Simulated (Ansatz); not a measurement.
Start from PtSe₂ in the CdI2 type structure (space group P-3m1, No. 164; a = 3.772 Å, c = 4.818 Å; layered).

Level of theory: Kohn–Sham DFT with the PBE-D3(BJ) functional, run in Ansatz (a first-principles code) with PAW and 420 eV plane waves, no SOC.

One change was made to it. Results:

The volume per atom drops by 2.616 Å³ to 17.18 Å³; the c/a ratio shrinks by 0.0936 (1.277 → 1.184).

Name the change that was made.
A. pressure −1 GPa
B. pressure 50 GPa
C. pressure 15 GPa
D. pressure 3 GPa
E. pressure 100 GPa

C, pressure 15 GPa. For comparison, the volume per atom in the other runs: pressure 50 GPa gives 14.76 Å³; pressure −1 GPa gives 20.19 Å³; pressure 3 GPa gives 18.98 Å³; pressure 100 GPa gives 13.01 Å³.

From pressure 100 GPa on, the axis ratios lie over 15 % from the base's, so the cell there is far from its starting form. Load acts through the strain it causes; cell and atoms are relaxed under it. No phonon test of stability was made. Competing high-pressure phases were not computed. The final runs are not spin-polarised.
